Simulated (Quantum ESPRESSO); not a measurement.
# Several settings converged on CaC₂ (I4mm, 3 atoms in the cell)

```xyz
3
Lattice="1.9440 -1.9440 3.2181 1.9440 1.9440 3.2181 -1.9440 -1.9440 3.2181" Properties=species:S:1:pos:R:3 pbc="T T T"
Ca     0.0000     0.0000     0.0500
C      0.0000     0.0000     3.8482
C      0.0000     0.0000     2.5881
```

Base method: PBEsol, PSlibrary PAW (PBE) pseudopotentials (plane waves; Quantum ESPRESSO).

Base settings: ecutwfc = 50 Ry; ecutrho = 400 Ry; occupations = smearing; smearing = fermi-dirac; degauss = 0.0036749 Ry; input_dft = pbesol; potentials = {Ca: Ca.pbe-spn-kjpaw_psl.1.0.0.UPF, C: C.pbe-n-kjpaw_psl.1.0.0.UPF}; K_POINTS = automatic 3 3 3 0 0 0; conv_thr = 1e-08 Ry.

The count of work is k-points × plane waves × bands × iterations; it is no time. Core times come from one kind of shared machine, to one figure; runs under 30 s give none.

**The cutoff for other potential files**

Level: DFT, PBEsol, plane waves, PseudoDojo standard norm-conserving (PBESOL) pseudopotentials.

In this ladder: ecutrho = default; input_dft = default; pseudopotentials = {Ca: Ca.upf, C: C.upf}.

The second cell is the first with its lattice scaled by 0.98.

The mesh stays at the base's, so the ladder's end is converged at best in this setting alone.

Only quantities that move along the ladder and can be compared are tabulated; the gap is left out on so coarse a mesh.

| ecutwfc | free energy less the last step's (meV/atom) | energy of the compressed cell less the first (meV/atom) | pressure (GPa) | largest difference of a force vector from the last step's (eV/Å) | count of work / last |
|---|---|---|---|---|---|
| 38 Ry | 584.58 | 14.93 | -19.24 | 0.146 | 0.096 |
| 47 Ry | 196.50 | 1.81 | -9.88 | 0.197 | 0.13 |
| 59 Ry | 35.27 | 3.89 | -4.36 | 0.096 | 0.18 |
| 72 Ry | 3.76 | 2.95 | -2.69 | 0.000 | 0.25 |
| 85 Ry | 0.33 | 2.94 | -2.38 | 0.001 | 0.32 |
| 102 Ry | 0.15 | 2.94 | -2.36 | 0.000 | 0.47 |
| 128 Ry | 0.08 | 2.94 | -2.36 | 0.001 | 0.52 |
| 170 Ry | 0.00 | 2.94 | -2.36 | 0.000 | 1.0 |

Coarsest ecutwfc that holds the free energy within 2 meV/atom of the last step, with all finer ones: 85 Ry, at 0.32 of the last step's count of work; the step before is off by 3.8 meV/atom.

Coarsest ecutwfc that holds the energy of the compressed cell less the first within 2 meV/atom of the last step, with all finer ones: 47 Ry, at 0.13 of the last step's count of work; the step before is off by 12 meV/atom.

Coarsest ecutwfc that holds the forces within 0.02 eV/Å of the last step, with all finer ones: 72 Ry, at 0.25 of the last step's count of work; the step before is off by 0.096 eV/Å.

The energy difference between the two cells stays within 1 meV/atom of the last step's from 59 Ry on, the total only from 85 Ry on: much of the error is common to both cells and cancels.

At the lowest cutoff the pressure lies 16.9 GPa under the last step's, the usual sign of Pulay stress in an incomplete plane-wave basis.

**The relaxed cell against the cutoff**

On CaC₂ (I4/mmm, 3 atoms in the cell): atoms on their sites.

In this ladder: calculation = vc-relax; tprnfor = default; tstress = default. Moved along: ecutrho.

The mesh stays at the base's, so the ladder's end is converged at best in this setting alone.

Only quantities that move along the ladder and can be compared are tabulated; the gap is left out on so coarse a mesh.

| ecutwfc | relaxed volume (Å³/atom) | relaxation steps | core time / last (rough) |
|---|---|---|---|
| 25 Ry | 13.684 | 7 | – |
| 30 Ry | 14.746 | 6 | – |
| 35 Ry | 15.241 | 6 | 0.3 |
| 42 Ry | 15.404 | 7 | 0.3 |
| 50 Ry | 15.421 | 7 | 0.4 |
| 60 Ry | 15.443 | 7 | 0.4 |
| 75 Ry | 15.453 | 7 | 0.6 |
| 100 Ry | 15.466 | 7 | 1 |

State of the relaxed volume at the end of the ladder: still drifting one way, by 0.023 Å³/atom over the last two steps, so the last step is no safe reference.

At the lowest cutoff the cell relaxes to a volume 12 % smaller than at the highest.

On the base run: the starting cell comes from a database of computed structures (which also holds hypothetical and non-ambient phases and stackings), without a prior relaxation at this level. Its lattice was rescaled by up to half a per cent. One atom was moved a little off its site on purpose.
